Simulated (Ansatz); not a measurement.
Band gap (eV)

Cell A: SiO2 (quartz, P3₁21), 9 atoms in the cell, k-point mesh 12×12×6 on the run's own vectors. Conventional cell: a = 5.0203 Å, b = 5.0203 Å, c = 5.5096 Å, α = 90.00°, β = 90.00°, γ = 120.00°.

Cell B: SiO2 (P4₁2₁2), 12 atoms in the cell, k-point mesh 8×8×6 on the run's own vectors. Conventional cell: a = b = 5.0831 Å, c = 7.0987 Å, α = β = γ = 90.00°.

Computed with Ansatz (plane waves, PAW), its default PAW set, cutoff 420 eV, 500 eV for r2SCAN. The structures are at rest with PBE; other levels are single points on them. HSE06 runs on coarser k-point meshes, which give the PBE gaps of the finer ones within 0.03 eV. Neutral cells; Fermi-Dirac smearing of at most 0.05 eV in the solids, energies taken to zero width. The lattices are those relaxed with PBE, so at other levels the solids can be strained, which adds to the spread. Cells are local rest points, mostly with their start's symmetry. A dispersion term ran beside these levels; it doesn't touch the electrons. Gaps are highest filled to lowest empty Kohn-Sham level on the run's k-point mesh, states of defects and surfaces included; edges off the mesh make the true gap smaller, and under 0.08 eV counts as none.

| system | PBE | r2SCAN | HSE06 |
|---|---|---|---|
| A | 5.68 (indirect) | 6.32 (indirect) | 7.52 |
| B | 5.51 (direct) | 6.14 (direct) | … |

Question: Some entries are withheld; supply them.

Answer: 
- B, HSE06: 7.29

Ansatz is a program for electronic structure.
